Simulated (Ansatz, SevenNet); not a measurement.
Elastic constant C13 of AlB2-type ZrB2: levels of theory against measurement

Reference value: 121 GPa (measured, room temperature, no zero-point or thermal correction; as tabulated in Zhang et al. (2020), arXiv:1911.03307).

```json
[
 {"level (code)": "SevenNet-l3i5 (SevenNet)", "value (GPa)": "141", "cell (Å³/atom)": "10.36"},
 {"level (code)": "LDA (Ansatz)", "value (GPa)": "137", "cell (Å³/atom)": "9.88"},
 {"level (code)": "PBE (Ansatz)", "value (GPa)": "120", "cell (Å³/atom)": "10.28"},
 {"level (code)": "PBEsol (Ansatz)", "value (GPa)": "?", "cell (Å³/atom)": "10.07"},
 {"level (code)": "r²SCAN (Ansatz)", "value (GPa)": "121", "cell (Å³/atom)": "10.28"}
]
```

**Question.** What belongs in the gaps?

**Answer.** 
- PBEsol (Ansatz, an electronic-structure program), value (GPa): 129

Differences against the reference: SevenNet-l3i5 +16.5 %, LDA +13.2 %, PBE -0.8 %, PBEsol +6.6 %, r²SCAN 0.0 %.

The reference is not for a static lattice or low temperature, so close values are not ranked against it.

The reference has no zero-point or thermal correction, while the calculations are for a static lattice, so the differences are not the levels' errors alone.  Each level is taken at its own relaxed cell. Cutoffs differ between the levels. Ansatz's density-functional and Hartree–Fock values are scalar-relativistic unless marked +SOC, with PAW data made under PBE.

Machine-learned potentials (SevenNet-l3i5) are trained on DFT data, which may include these solids.

Differences are worked out from the printed values.
